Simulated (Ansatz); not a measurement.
**Computed paths: interstitial O in zinc-blende BP, neutral cell**

Defect: interstitial O in zinc-blende BP, neutral cell. Calculation: PBE, PAW (plane waves to 420 eV; Ansatz, a quantum-chemistry and plane-wave program).

Cell of 64 host sites held at the relaxed PBE lattice; a 2×2×2 k-point mesh shifted by half a step; Fermi-Dirac width 0.01 eV, spin-restricted; finite-size errors left in. Static, classical nuclei. The charge state is imposed; whether it is stable for some Fermi level was not computed. Sites that were not tried may lie lower.

Barriers: single points on a 3×3×3 k-point mesh shifted by half a step at the bands' geometries.

```tsv
Route	Start site over the lowest site run (eV)	Hop (Å)	Forward barrier (eV)	Backward barrier (eV)	Neighbours at the start	Neighbours at the saddle	Saddle order	Forward, on the band's own sampling (eV)
several atoms move together, O the farthest	0.00	1.11	2.28	2.28	B at 1.40; P at 1.55 Å	2 B at 1.59; P at 1.64 Å	not checked, on a symmetry element	2.26
```

Paths come from CI-NEB runs.  A band can be held on a symmetry element, so unchecked saddle points there may be too high. A further band (one O atom jumps by itself (a rearrangement that moves the defect's centre by under 1 Å), 0.73 Å) gave 0.006 eV forward on its own sampling, 0.006 eV above the lowest site run, but it is nearly flat, so it is not taken as a result. A further band (one O atom jumps by itself (a rearrangement that moves the defect's centre by under 1 Å), 0.89 Å) gave 0.006 eV forward on its own sampling, 0.006 eV above the lowest site run, but it is nearly flat, so it is not taken as a result.

The whole set of runs took around 3 core-hours (rough).
